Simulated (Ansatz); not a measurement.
Consider the following.

End structure of the (100) surface of fcc Pt, clean 1x1 (bottom of the slab: a bare face, its two planes held):

```xyz
6
Lattice="2.8072 0.0000 0.0000 0.0000 2.8072 0.0000 0.0000 0.0000 26.0000" Properties=species:S:1:pos:R:3 pbc="T T T"
Pt     1.4036     1.4036     8.0375
Pt     0.0000     0.0000    10.0225
Pt     1.4036     1.4036    12.0017
Pt     0.0000     0.0000    13.9868
Pt     1.4036     1.4036    15.9685
Pt     0.0000     0.0000    17.9030
```

Slab: 6 atoms, 9.9 Å thick at the start (thin: gaps and levels are the slab's own); k 13x13x1, smearing 0.1 eV, dipole-corrected; single point; on the structure that PBE left under its start's symmetry; no spin, no spin-orbit, no U.

Q: Predict the work function of the top face from r2SCAN, at the PBE geometry (Ansatz, a first-principles code).

A: 5.73 eV
